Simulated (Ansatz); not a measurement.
Phonons of NbAgO3 (cubic perovskite, Pm-3m) at temperature

Method: the stochastic self-consistent harmonic approximation in a 2×2×2 supercell, PBEsol density-functional theory in Ansatz (plane waves, PAW). The cell was generated from a structure type, relaxed within its symmetry, and need not be the phase found at ambient conditions. The cell is fixed at its relaxed static size. Melting and transitions to other phases are not modelled. No magnetic order is allowed for. Frequencies in cm⁻¹ at q = (0.00, 0.50, 0.50) (fractions of the primitive reciprocal vectors), each column in ascending order, rows equal in every column written once; i marks an imaginary mode. The auxiliary (Gaussian) frequencies are positive by construction; the free-energy Hessian decides stability.

| harmonic | Gaussian 300 K | Hessian 300 K | Gaussian 1000 K | Hessian 1000 K |
|---|---|---|---|---|
| 162i | 39 | 38i | 75 | 25 |
| 85i | 60 | 54 | 75 | 64 |
| 41 | 66 | 57 | 77 | 64 |
| 41 | 66 | 57 | 79 | 66 |
| 43 | 68 | 59 | 90 | 80 |
| 200 | 233 | 221 | 246 | 227 |
| 255 | 270 | 261 | 279 | 261 |
| 358 | 355 | 322 | 358 | 328 |
| 383 | 390 | 371 | 398 | 375 |
| 460 | 472 | 460 | 499 | 474 |
| 539 | 551 | 505 | 566 | 500 |
| 885 | 839 | 798 | 838 | 780 |

- pressure at 300 K in this cell = -0.79 ± 0.05 GPa
- pressure at 1000 K in this cell = 1.71 ± 0.06 GPa
- pressure near 300 K by path-integral sampling of the fitted surface = -2.59 GPa
- pressure near 1000 K by path-integral sampling of the fitted surface = 0.68 GPa
- static pressure = 0.00 GPa

Over all wave vectors of the supercell the softest harmonic mode is 184i cm⁻¹ at q = (0.00, 0.00, 0.00); the softest of the Hessian is 38i cm⁻¹ at q = (0.00, 0.50, 0.50) at 300 K (error 5; the run's verdict: unstable), 25 cm⁻¹ at q = (0.00, 0.50, 0.50) at 1000 K (error 20; the run's verdict: undecided).

Ansatz is a program for electronic structure.
